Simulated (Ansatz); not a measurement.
Amorphous cells of 8 compositions: the gap between the highest filled and lowest empty level at the zone centre, by PBE and by a single point of r2SCAN on the same geometry (PBE, scalar-relativistic without spin-orbit coupling (plane waves to 420 eV, PAW; Ansatz, a program for electronic structure); r2SCAN at 500 eV). The networks come from melt-quench runs on the CHGNet potential at compositions and starting densities chosen by hand, with anions pushed apart in the CHGNet dynamics, and DFT then relaxed them. The cells are small and were quenched far faster than real films, so single cells scatter. Defect or tail levels can set these gaps. The rows are the first to finish with both values and no moments.

```json
[
 {"cell": "A (Zr20O41Zn, 5.37 g/cm3)", "PBE gap x (eV)": "3.34", "r2SCAN gap y (eV)": "3.79"},
 {"cell": "B (Zr20O41Na2, 5.16 g/cm3)", "PBE gap x (eV)": "3.44", "r2SCAN gap y (eV)": "withheld"},
 {"cell": "C (Zr20O42Ti, 5.28 g/cm3)", "PBE gap x (eV)": "3.48", "r2SCAN gap y (eV)": "3.93"},
 {"cell": "D (Zr20O41Sr, 5.30 g/cm3)", "PBE gap x (eV)": "3.61", "r2SCAN gap y (eV)": "4.05"},
 {"cell": "E (Zr20O42Si, 5.14 g/cm3)", "PBE gap x (eV)": "3.67", "r2SCAN gap y (eV)": "4.11"},
 {"cell": "F (Zr20O43La2, 5.42 g/cm3)", "PBE gap x (eV)": "3.71", "r2SCAN gap y (eV)": "4.17"},
 {"cell": "G (Zr20O43Ga2, 5.42 g/cm3)", "PBE gap x (eV)": "3.73", "r2SCAN gap y (eV)": "4.20"},
 {"cell": "H (Zr20O42Ge, 5.24 g/cm3)", "PBE gap x (eV)": "3.85", "r2SCAN gap y (eV)": "4.32"}
]
```

Task: Fit a straight line through the 7 full rows and predict the withheld value for B (Zr20O41Na2, 5.16 g/cm3).

Result: Means: x = 3.627, y = 4.081. Slope = Σ(Δx Δy) / Σ(Δx²) = 0.1804 / 0.1733 = 1.04; the r.m.s. residual is 0.010. Prediction: 4.081 + 1.04 × (3.44 − 3.627) = 3.89. The run gave 3.89, 0.00 above the line.
